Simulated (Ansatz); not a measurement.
Where the default PAW files enter, the runs use the earlier of Ansatz's two default sets.

By PBEsol, the system below comes out a metal.

Crystal: CoSn (P6/mmm, not sure to be the ambient phase, 6 atoms a cell, 16.6 Å³ an atom, -2 GPa at this level); planes in its conventional cell.

Calculation: PBEsol (plane waves, PAW; Ansatz, an electronic-structure program).

G/A = (e²/h) × open channels of both spins per area, as a mean over 0.1 eV about the Fermi level, without spin-orbit coupling, for the cells as given.

```tsv
plane	area (Å²)	G/A (10¹⁵ S/m²)
(110)	38.1	0.19
(111)	44.9	?
```

Q: Complete the blanks.

A: 
- (111), G/A (10¹⁵ S/m²): 0.52
